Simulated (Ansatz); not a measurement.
Interstitial O in alpha quartz, relaxed from 2 sites or starts (void with 4O nearest, no. 2; split with O); at each charge the lowest end counts.

Method: PBE, PAW (plane waves to 420 eV; Ansatz, a first-principles code). Set-up: 72-site cell; 2×2×2 Γ-centred k-points; host gap 5.68 eV; charged states image-corrected; corrections pass 1 eV, so highly charged states may be off by several tenths; flagged in the runs: for some of the defects a doubtful potential alignment, a host whose relaxation on this sampling wasn't shown to rest, a strain field that reaches the edge of the cell.

```csv
charge,neighbours at the lowest end (Å),"corrected energy + q E_VBM, against the first (eV)"
+1,"O 1.35, Si 1.77, O 2.44, Si 2.54, O 2.58, O 2.74, O 2.79",0.00
0,"O 1.48, Si 1.66, Si 2.37, O 2.45",0.10
−1,"Si 1.72, Si 1.85, O 2.02, O 2.45, O 2.56, O 2.58",2.92
−2,"Si 1.71, Si 1.71",6.18
```

Charges from +1 to −2 were run. The lines E(q) + q E_F give the stable charge, which changes above the valence-band maximum at (+1/0) at 0.10 eV; (0/−1) at 2.81 eV; (−1/−2) at 3.26 eV.
